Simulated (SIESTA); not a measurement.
# A self-consistent single point of Ge (Fd-3m, 2 atoms in the cell) with SIESTA

Method of the run: GGA PBE, numerical atomic orbitals DZP, PseudoDojo PBE standard norm-conserving potentials (rewritten from UPF to PSML) in SIESTA.

The input file:

```
# files in the folder: Ge.psml (PseudoDojo PBE standard)
SystemName  Ge
SystemLabel Ge

NumberOfAtoms                2
NumberOfSpecies              1
%block ChemicalSpeciesLabel
  1 32 Ge
%endblock ChemicalSpeciesLabel
LatticeConstant              4.020814 Ang
%block LatticeVectors
     0.000000000    0.707106820    0.707106820
     0.707106820    0.000000000    0.707106820
     0.707106820    0.707106820    0.000000000
%endblock LatticeVectors
AtomicCoordinatesFormat      Ang
%block AtomicCoordinatesAndAtomicSpecies
     0.000000000    0.000000000    0.000000000  1
     1.421572500    1.421572500    1.421572500  1
%endblock AtomicCoordinatesAndAtomicSpecies

XC.functional                GGA
XC.authors                   PBE
PAO.BasisSize                DZP
PAO.EnergyShift              0.01 Ry
MeshCutoff                   300 Ry
%block kgrid.MonkhorstPack
    7   0   0  0.0
    0   7   0  0.0
    0   0   7  0.0
%endblock kgrid.MonkhorstPack
OccupationFunction           FD
ElectronicTemperature        10.0 meV

MaxSCFIterations             150
SCF.Mixer.Method             Pulay
SCF.Mixer.Weight             0.25
SCF.Mixer.History            6
SCF.DM.Tolerance             1.0E-05
Diag.ParallelOverK           true
WriteForces                  true
Charge.Mulliken              end
```

The program printed (abridged):

```
reinit: Reading from file input.fdf

reinit: System Name: Ge
reinit: System Label: Ge

coor:   Atomic-coordinates input format  =     Cartesian coordinates
coor:                                          (in Angstroms)

siesta: Atomic coordinates (Bohr) and species
siesta:      0.00000   0.00000   0.00000  1        1
siesta:      2.68638   2.68638   2.68638  1        2

siesta: System type = bulk

initatomlists: Number of atoms, orbitals, and projectors:      2    36    36

siesta: ******************** Simulation parameters ****************************
redata: Spin configuration                          = none
redata: Time-Reversal Symmetry                      = T
redata: Number of Atomic Species                    =        1
redata: Mesh Cutoff                                 =   300.0000 Ry
redata: Net charge of the system                    =     0.0000 |e|
redata: Min. number of SCF Iter                     =        0
redata: Max. number of SCF Iter                     =      150
redata: SCF convergence failure will abort job
redata: SCF mix quantity                            = Hamiltonian
redata: Mix DM or H after convergence               =   F
redata: Recompute H after scf cycle                 =   F
redata: Mix DM in first SCF step                    =   T
redata: No kicks to SCF
redata: DM Mixing Weight for Kicks                  =     0.5000
redata: Require Harris convergence for SCF          =   F
redata: Harris energy tolerance for SCF             =     0.000100 eV
redata: Require DM convergence for SCF              =   T
redata: DM tolerance for SCF                        =     0.000010
redata: Require EDM convergence for SCF             =   F
redata: EDM tolerance for SCF                       =     0.001000 eV
redata: Require H convergence for SCF               =   T
redata: Hamiltonian tolerance for SCF               =     0.001000 eV
redata: Require (free) Energy convergence for SCF   =   F
redata: (free) Energy tolerance for SCF             =     0.000100 eV
redata: Using DFT-D3 dispersion                     =   F
redata: Using Saved Data (generic)                  =   F
redata: Method of Calculation                       = Diagonalization
redata: Electronic Temperature                      =   116.0452 K
redata: Number of TDED substeps                     =        3
redata: Dynamics option                             = Single-point calculation
redata: Save all siesta data in one NC              =   F
redata: ***********************************************************************

%block SCF.Mixers
  Pulay
%endblock SCF.Mixers

%block SCF.Mixer.Pulay
  # Mixing method
  method pulay
  variant stable

  # Mixing options
  weight 0.2500
  weight.linear 0.2500
  history 6
%endblock SCF.Mixer.Pulay

DM_history_depth set to one: no extrapolation allowed by default for geometry relaxation
Size of DM history Fstack: 1
Total number of electrons:    28.000000
Total ionic charge:    28.000000

* ProcessorY, Blocksize:    1  37

* Orbital distribution balance (max,min):    36    36

 Kpoints in:          196 . Kpoints trimmed:          172

siesta: k-grid: Number of k-points = 172
siesta: k-points from Monkhorst-Pack grid
siesta: k-cutoff (effective) =    14.073 Ang
siesta: k-point supercell and displacements
siesta: k-grid:     7     0     0      0.000
siesta: k-grid:     0     7     0      0.000
siesta: k-grid:     0     0     7      0.000

diag: Algorithm                                     = D&C
diag: Parallel over k                               =   F
diag: Use parallel 2D distribution                  =   F
diag: Parallel block-size                           = 37
diag: Parallel distribution                         =     1 x     1
diag: Used triangular part                          = Lower
diag: Absolute tolerance                            =  0.100E-15
diag: Orthogonalization factor                      =  0.100E-05
diag: Memory factor                                 =  1.0000

superc: Internal auxiliary supercell:     5 x     5 x     5  =     125
superc: Number of atoms, orbitals, and projectors:    250   4500   4500

                        Single-point calculation

superc: Internal auxiliary supercell:     5 x     5 x     5  =     125
superc: Number of atoms, orbitals, and projectors:    250   4500   4500

outcell: Unit cell vectors (Ang):
        0.000000    2.843145    2.843145
        2.843145    0.000000    2.843145
        2.843145    2.843145    0.000000

outcell: Cell vector modules (Ang)   :    4.020814    4.020814    4.020814
outcell: Cell angles (23,13,12) (deg):     60.0000     60.0000     60.0000
outcell: Cell volume (Ang**3)        :     45.9650
new_DM -- step:     1
Initializing Density Matrix...

Attempting to read DM from file... Failed...
DM filled with atomic data:

InitMesh: MESH = 36 x 36 x 36 = 46656
InitMesh: Mesh cutoff (required, used) =   300.000   332.331 Ry

stepf: Fermi-Dirac step function

        iscf     Eharris(eV)        E_KS(eV)     FreeEng(eV)     dDmax    Ef(eV) dHmax(eV)
   scf:    1    -4859.012715    -4858.709017    -4858.709131  0.655376 -3.414388  1.677026
   scf:    2    -4858.746740    -4858.728262    -4858.728373  0.042317 -3.474802  1.151246
   scf:    3    -4858.758134    -4858.744796    -4858.744907  0.085727 -3.589889  0.040470
   scf:    4    -4858.744952    -4858.744876    -4858.744987  0.003808 -3.558071  0.018781
   scf:    5    -4858.744882    -4858.744880    -4858.744991  0.001868 -3.555043  0.003837
   scf:    6    -4858.744880    -4858.744880    -4858.744991  0.000125 -3.555703  0.000100
   scf:    7    -4858.744880    -4858.744880    -4858.744991  0.000021 -3.555739  0.000120
   scf:    8    -4858.744880    -4858.744880    -4858.744991  0.000011 -3.555717  0.000001
   scf:    9    -4858.744880    -4858.744880    -4858.744991  0.000000 -3.555717  0.000000

SCF Convergence by DM+H criterion
max |DM_out - DM_in|         :     0.0000001433
max |H_out - H_in|      (eV) :     0.0000000145
SCF cycle converged after 9 iterations

Using DM_out to compute the final energy and forces

siesta: E_KS(eV) =            -4858.7449

siesta: E_KS - E_eggbox =     -4858.7449

siesta: Atomic forces (eV/Ang):
     1    0.002097    0.002097    0.002097
     2   -0.002097   -0.002097   -0.002097
   Tot    0.000000    0.000000    0.000000
   Max    0.002097
   Res    0.002097    sqrt( Sum f_i^2 / 3N )
   Max    0.002097    constrained

Stress tensor Voigt[x,y,z,yz,xz,xy] (kbar):      -42.78      -42.78      -42.78       -1.25       -1.25       -1.25
(Free)E + p*V (eV/cell)    -4857.5178
Target enthalpy (eV/cell)    -4858.7450

siesta: Program's energy decomposition (eV):
siesta: Ebs     =      -638.141668
siesta: Eions   =      4862.126318
siesta: Ena     =        94.413912
siesta: Ekin    =      3656.270339
siesta: Enl     =     -2566.831391
siesta: Eso     =         0.000000
siesta: Edftu   =         0.000000
siesta: DEna    =         8.147249
siesta: DUscf   =         0.288256
siesta: DUext   =         0.000000
siesta: Ex      =     -1126.296189
siesta: Ec      =       -62.610738
siesta: Exc     =     -1188.906927
siesta: Eharris =     -4858.744880
siesta: Etot    =     -4858.744880
siesta: FreeEng =     -4858.744991

siesta: Stress tensor (static) (eV/Ang**3):
siesta:    -0.026699   -0.000780   -0.000780
siesta:    -0.000780   -0.026699   -0.000780
siesta:    -0.000780   -0.000780   -0.026699

siesta: Cell volume =         45.964975 Ang**3

siesta: Pressure (static):
siesta:                Solid            Molecule  Units
siesta:           0.00029079          0.00029150  Ry/Bohr**3
siesta:           0.02669938          0.02676422  eV/Ang**3
siesta:          42.77711637         42.88101472  kBar

mulliken: Atomic and Orbital Populations:

Species: Ge
Atom  Qatom  Qorb
               4s      4s      4py     4pz     4px     4py     4pz     4px
               3dxy    3dyz    3dz2    3dxz    3dx2-y2 4dxy    4dyz    4dz2
               4dxz    4dx2-y2
   1 14.000   1.441   0.094   0.377   0.377   0.377   0.357   0.357   0.357
              2.005   2.005   2.007   2.005   2.007   0.051   0.051   0.042

              0.051   0.042
   2 14.000   1.441   0.094   0.377   0.377   0.377   0.357   0.357   0.357
              2.005   2.005   2.007   2.005   2.007   0.051   0.051   0.042

              0.051   0.042

mulliken: Qtot =       28.000

Mulliken Atomic Populations:
Atom #   charge [q] valence [e]  Species
     1    -0.000000   14.000000  Ge
     2     0.000000   14.000000  Ge
 Total    -0.000000
```

The run converged in 9 iterations.

The starting cell has typed, rounded lattice constants, without a prior relaxation at this level. Its lattice was rescaled by up to half a per cent. Values carry the incompleteness of an atom-centred basis. With a pressure of about 4 GPa the cell is away from its equilibrium volume at this level.
